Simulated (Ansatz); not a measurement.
# CdTe (model structure, Pm-3m, No. 221): properties by level of theory

```csv
level (code),equilibrium lattice constant a (Å),cohesive energy (eV/atom)
LDA (Ansatz),[?],[?]
PBE (Ansatz),[?],[?]
PBEsol (Ansatz),3.700,1.93
PBE-D3(BJ) (Ansatz),3.715,1.96
r²SCAN (Ansatz),[?],[?]
```

Task: Some entries are withheld; supply them.

Result: 
- LDA (Ansatz, a program for electronic structure), equilibrium lattice constant a (Å): 3.661
- LDA (Ansatz), cohesive energy (eV/atom): 2.29
- PBE (Ansatz), equilibrium lattice constant a (Å): 3.783
- PBE (Ansatz), cohesive energy (eV/atom): 1.50
- r²SCAN (Ansatz), equilibrium lattice constant a (Å): 3.768
- r²SCAN (Ansatz), cohesive energy (eV/atom): 1.60

Ansatz's density-functional and Hartree–Fock values are scalar-relativistic unless marked +SOC, with PAW data made under PBE.

Computed values are for the static lattice.

A model structure was made by putting elements into a prototype or built by hand; it is no filed structure, need not be a known phase, and can be a saddle point held by its symmetry.
